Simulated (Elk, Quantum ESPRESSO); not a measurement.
An Elk input for a self-consistent single point of ScCu3 (I4/mmm, 4 atoms in the cell) (DFT, PBEsol, all-electron FP-LAPW, Elk's shipped species files, APW+lo basis with extra local orbitals):

```
tasks
  0

xctype
  22

rgkmax
  8.0

gmaxvr
  14.0

nxlo
  2

lorbcnd
  .true.

rmtscf
  0.97

lmaxi
  3

swidth
  0.00499791

maxscl
  100

scale
  8.525144976

avec
   -0.4221372439    0.4221372439    0.8022470285
    0.4221372439   -0.4221372439    0.8022470285
    0.4221372439    0.4221372439   -0.8022470285

atoms
  2
  'Sc.in'
  1
  0.0000000000  0.0000000000  0.0000000000    0.0 0.0 0.0
  'Cu.in'
  3
  0.7500000000  0.2500000000  0.5000000000    0.0 0.0 0.0
  0.2500000000  0.7500000000  0.5000000000    0.0 0.0 0.0
  0.5000000000  0.5000000000  0.0000000000    0.0 0.0 0.0

ngridk
  10 10 10
```

Question: Translate this input to Quantum ESPRESSO.

Answer: This is the input that was run; spellings and numerical settings could be chosen otherwise.

```fortran
&CONTROL
  calculation = 'scf'
  prefix = 'sccu3'
  outdir = './tmp'
  pseudo_dir = './'
  tprnfor = .true.
  tstress = .true.
/
&SYSTEM
  ibrav = 7
  celldm(1) = 7.1975624073
  celldm(3) = 1.900441242958
  nat = 4
  ntyp = 2
  ecutwfc = 55
  ecutrho = 440
  occupations = 'smearing'
  smearing = 'fermi-dirac'
  degauss = 0.0099958
  input_dft = 'pbesol'
/
&ELECTRONS
  conv_thr = 1e-10
  mixing_beta = 0.7
/
ATOMIC_SPECIES
Sc    44.9559  Sc.pbe-spn-kjpaw_psl.1.0.0.UPF
Cu    63.5460  Cu.pbe-dn-kjpaw_psl.1.0.0.UPF
ATOMIC_POSITIONS {crystal}
Sc    0.0000000000    0.0000000000    0.0000000000
Cu   -0.5000000000    0.2500000000    0.7500000000
Cu   -0.5000000000    0.7500000000    0.2500000000
Cu    0.0000000000    0.5000000000    0.5000000000
K_POINTS {automatic}
10 10 10  0 0 0
```

Basis, cutoffs, solver keys and any potentials are the target program's own. This input uses DFT, PBEsol, plane waves, PSlibrary PAW (PBE) pseudopotentials.

The starting cell comes from a database of computed structures (which also holds hypothetical and non-ambient phases and stackings), without a prior relaxation at this level. Its lattice was rescaled by a random factor within 2.5 % of one.
